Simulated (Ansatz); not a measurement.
Partial pair distribution functions of a relaxed model of amorphous Si16Ba8O40, broadened by 0.06 Å; density 3.41 g/cm³. These are PBE, scalar-relativistic without spin-orbit coupling (plane waves to 420 eV, PAW; Ansatz, a first-principles code) values and carry that method's errors.

Preparation: random packing, a CHGNet melt and quench, and a DFT relaxation. O atoms were pushed apart under 1.9 Å during the dynamics, to hinder bonds among them. The hot cell started wider than the set density and was brought back towards it in steps. It is the lowest in DFT energy of 2 quenches. It is a model cell: composition and starting density were chosen by hand, and all elements were melted together. No dispersion term was used. Its density started from a set value of 3.58 and ended at 3.41 g/cm³. Cooling (nominally 300 K/ps over its main leg) ran many orders faster than in experiment, which tends to leave more defects and strain. A cell of this size samples the disorder only roughly. Volume and shape were free in the relaxation.

```json
[
 {"r (Å)": "1.35", "g Si-O": "0.00", "g Ba-O": "0.00", "g Si-Si": "0.00", "g Ba-Ba": "0.00"},
 {"r (Å)": "1.45", "g Si-O": "0.48", "g Ba-O": "0.00", "g Si-Si": "0.00", "g Ba-Ba": "0.00"},
 {"r (Å)": "1.55", "g Si-O": "7.40", "g Ba-O": "0.00", "g Si-Si": "0.00", "g Ba-Ba": "0.00"},
 {"r (Å)": "1.65", "g Si-O": "17.06", "g Ba-O": "0.00", "g Si-Si": "0.00", "g Ba-Ba": "0.00"},
 {"r (Å)": "1.75", "g Si-O": "6.09", "g Ba-O": "0.00", "g Si-Si": "0.00", "g Ba-Ba": "0.00"},
 {"r (Å)": "1.85", "g Si-O": "0.28", "g Ba-O": "0.00", "g Si-Si": "0.00", "g Ba-Ba": "0.00"},
 {"r (Å)": "1.95", "g Si-O": "0.00", "g Ba-O": "0.00", "g Si-Si": "0.00", "g Ba-Ba": "0.00"},
 {"r (Å)": "2.05", "g Si-O": "0.00", "g Ba-O": "0.00", "g Si-Si": "0.00", "g Ba-Ba": "0.00"},
 {"r (Å)": "2.15", "g Si-O": "0.00", "g Ba-O": "0.00", "g Si-Si": "0.00", "g Ba-Ba": "0.00"},
 {"r (Å)": "2.25", "g Si-O": "0.00", "g Ba-O": "0.00", "g Si-Si": "0.00", "g Ba-Ba": "0.00"},
 {"r (Å)": "2.35", "g Si-O": "0.00", "g Ba-O": "0.19", "g Si-Si": "0.00", "g Ba-Ba": "0.00"},
 {"r (Å)": "2.45", "g Si-O": "0.00", "g Ba-O": "1.31", "g Si-Si": "0.00", "g Ba-Ba": "0.00"},
 {"r (Å)": "2.55", "g Si-O": "0.00", "g Ba-O": "2.49", "g Si-Si": "0.00", "g Ba-Ba": "0.00"},
 {"r (Å)": "2.65", "g Si-O": "0.00", "g Ba-O": "2.77", "g Si-Si": "0.02", "g Ba-Ba": "0.00"},
 {"r (Å)": "2.75", "g Si-O": "0.00", "g Ba-O": "3.11", "g Si-Si": "0.82", "g Ba-Ba": "0.00"},
 {"r (Å)": "2.85", "g Si-O": "0.07", "g Ba-O": "2.40", "g Si-Si": "3.27", "g Ba-Ba": "0.00"},
 {"r (Å)": "2.95", "g Si-O": "0.26", "g Ba-O": "1.73", "g Si-Si": "4.02", "g Ba-Ba": "0.00"},
 {"r (Å)": "3.05", "g Si-O": "0.63", "g Ba-O": "2.06", "g Si-Si": "4.23", "g Ba-Ba": "0.00"},
 {"r (Å)": "3.15", "g Si-O": "0.97", "g Ba-O": "1.46", "g Si-Si": "2.64", "g Ba-Ba": "0.00"},
 {"r (Å)": "3.25", "g Si-O": "0.71", "g Ba-O": "0.47", "g Si-Si": "1.60", "g Ba-Ba": "0.00"},
 {"r (Å)": "3.35", "g Si-O": "1.06", "g Ba-O": "0.41", "g Si-Si": "0.71", "g Ba-Ba": "0.00"},
 {"r (Å)": "3.45", "g Si-O": "1.02", "g Ba-O": "0.39", "g Si-Si": "0.10", "g Ba-Ba": "0.00"},
 {"r (Å)": "3.55", "g Si-O": "1.07", "g Ba-O": "0.40", "g Si-Si": "0.31", "g Ba-Ba": "0.00"},
 {"r (Å)": "3.65", "g Si-O": "1.17", "g Ba-O": "0.49", "g Si-Si": "0.52", "g Ba-Ba": "0.00"},
 {"r (Å)": "3.75", "g Si-O": "1.42", "g Ba-O": "0.65", "g Si-Si": "0.55", "g Ba-Ba": "0.11"},
 {"r (Å)": "3.85", "g Si-O": "1.36", "g Ba-O": "0.97", "g Si-Si": "0.51", "g Ba-Ba": "1.68"},
 {"r (Å)": "3.95", "g Si-O": "1.17", "g Ba-O": "1.07", "g Si-Si": "0.68", "g Ba-Ba": "1.65"},
 {"r (Å)": "4.05", "g Si-O": "1.23", "g Ba-O": "0.92", "g Si-Si": "1.15", "g Ba-Ba": "1.07"},
 {"r (Å)": "4.15", "g Si-O": "1.64", "g Ba-O": "0.92", "g Si-Si": "1.08", "g Ba-Ba": "2.33"},
 {"r (Å)": "4.25", "g Si-O": "2.25", "g Ba-O": "0.89", "g Si-Si": "0.40", "g Ba-Ba": "1.85"},
 {"r (Å)": "4.35", "g Si-O": "1.36", "g Ba-O": "0.66", "g Si-Si": "0.37", "g Ba-Ba": "2.52"},
 {"r (Å)": "4.45", "g Si-O": "0.72", "g Ba-O": "0.88", "g Si-Si": "0.39", "g Ba-Ba": "2.43"},
 {"r (Å)": "4.55", "g Si-O": "0.66", "g Ba-O": "0.86", "g Si-Si": "0.50", "g Ba-Ba": "1.95"},
 {"r (Å)": "4.65", "g Si-O": "0.55", "g Ba-O": "1.15", "g Si-Si": "0.84", "g Ba-Ba": "1.59"},
 {"r (Å)": "4.75", "g Si-O": "0.57", "g Ba-O": "1.24", "g Si-Si": "0.66", "g Ba-Ba": "1.80"},
 {"r (Å)": "4.85", "g Si-O": "0.69", "g Ba-O": "1.76", "g Si-Si": "0.62", "g Ba-Ba": "1.66"},
 {"r (Å)": "4.95", "g Si-O": "0.73", "g Ba-O": "1.54", "g Si-Si": "0.46", "g Ba-Ba": "0.17"}
]
```

Within 1.94 Å each Si has 4.00 O neighbours on average.
